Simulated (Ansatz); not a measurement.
BeS (F-43m) under hydrostatic pressure: electron conductivity mass by PBEsol, rigid bands (plane waves, PAW, scalar-relativistic; Ansatz, a program for electronic structure). The unloaded cell, whose axes the loads refer to:

```yaml
crystal:
  lattice:
    - [0.00000, 2.41892, 2.41892]
    - [2.41892, 0.00000, 2.41892]
    - [2.41892, 2.41892, 0.00000]
  atoms:
    - { symbol: Be, position: [0.00000, 0.00000, 0.00000] }
    - { symbol: S, position: [0.75000, 0.75000, 0.75000] }
```

| hydrostatic pressure (GPa) | volume per atom (Å³) | electron conductivity mass (mₑ) |
|---|---|---|
| -2 | 14.46 | 0.372 |
| 0 | 14.15 | 0.368 |
| 5 | 13.50 | ? |
| 15 | 12.52 | 0.344 |

Fit a straight line to ln(electron conductivity mass) against the load over the rows given, and predict the row at 5 GPa.

The means are x̄ = 4.333 GPa and ȳ = -1.0185; Σ(x − x̄)(y − ȳ) = -0.7878 and Σ(x − x̄)² = 172.7, so the slope is -0.456 % per GPa, and the rows given lie within 0.090 % of the line. At 5 GPa the line gives 0.360 mₑ; the calculation gives 0.358 mₑ, 0.56 % from it.

Masses are for dilute carriers at 300 K, harmonic means over directions unless an axis is named. Spin-orbit coupling is left out. Stresses and pressures are the targets of the relaxation. The structure type is held at every load. Geometry: cell and atoms relaxed with PBEsol.
